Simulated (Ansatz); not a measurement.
## Tl, response to strain

Take Tl in the hcp (Mg type) structure (space group P6_3/mmc, No. 194; a = 3.476 Å, c = 5.472 Å; relaxed with 0.1 eV smearing) as the base.

Strains are applied to the cell and any free atomic positions relax.

All numbers come from PBEsol/PAW in Ansatz (a program for electronic structure), no spin-orbit coupling.

Candidates:
(a) isotropic strain −2.00 %
(b) isotropic strain +2.50 %
(c) isotropic strain +3.00 %

Notes on the quantities. energy relative to the base: free energy F.

Q: Order them by energy relative to the base, highest first.

A: (c) isotropic strain +3.00 % (+23 meV/atom), (b) isotropic strain +2.50 % (+16 meV/atom), (a) isotropic strain −2.00 % (+13 meV/atom)

No phonon test of stability was made.
